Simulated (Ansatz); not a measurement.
## zincblende BeS (F-43m) under hydrostatic pressure

Cell and atoms are relaxed with PBEsol to each stress (compression positive); bands and masses by PBEsol, rigid bands (plane waves, PAW, scalar-relativistic; Ansatz, a quantum-chemistry and plane-wave program).

BeS is taken in the cubic space group F-43m (No. 216), the zinc blende structure, Pearson symbol cF8. Lattice parameters: a = 4.838 Å, b = 4.838 Å, c = 4.838 Å, α = 90.00°, β = 90.00°, γ = 90.00°. Be on 4a is surrounded by 4 S at 2.095 Å (tetrahedral). S on 4c has 4 Be at 2.095 Å (tetrahedral). (Neighbours: up to the widest gap in distance over summed covalent radii, below 1.35, at either atom; cation-cation and far metal-metal contacts left out.)
(The calculation used a cell of 2 atoms; values per cell refer to that cell.)

```
stress (GPa)  ln(V/V₀) (%)  gap (eV)  mean mₑ*
------------  ------------  --------  --------
-2.00                 2.15     2.956      0.37
0                        0     2.909      0.37
5.00                 -4.70     2.797      0.36
15.00               -12.25     2.595      0.34
```

 Masses are conductivity masses at 300 K in electron masses, harmonic means over x, y and z.

Task: Estimate the bulk modulus from the two loads next to zero.

Result: B ≈ −Δp/Δln V = 7.00 GPa/6.85 % = 102 GPa (PBEsol), a mean over this interval.

Task: How fast does the gap move on either side of zero load?

Result: Under tension, (2.956 − 2.909) eV over -2.00 GPa = -24 meV/GPa, or about 2.2 eV per unit ln V; under compression, (2.797 − 2.909) eV over 5.00 GPa = -22 meV/GPa, or about 2.4 eV per unit ln V. The two slopes part by 2 meV/GPa; gaps are resolved to about 0.01 eV, which allows 7 meV/GPa, so these rows don't tell them apart.

Masses are those of dilute carriers in rigid bands with one relaxation time, without polarons. Third decimals of gaps are kept for the arithmetic. Spin-orbit coupling is left out; it splits the top of the valence band and so changes the gap and its response. Every relaxation keeps the zincblende phase (space group F-43m under this load), so a transition, a distortion that breaks the symmetry or fracture can't show.
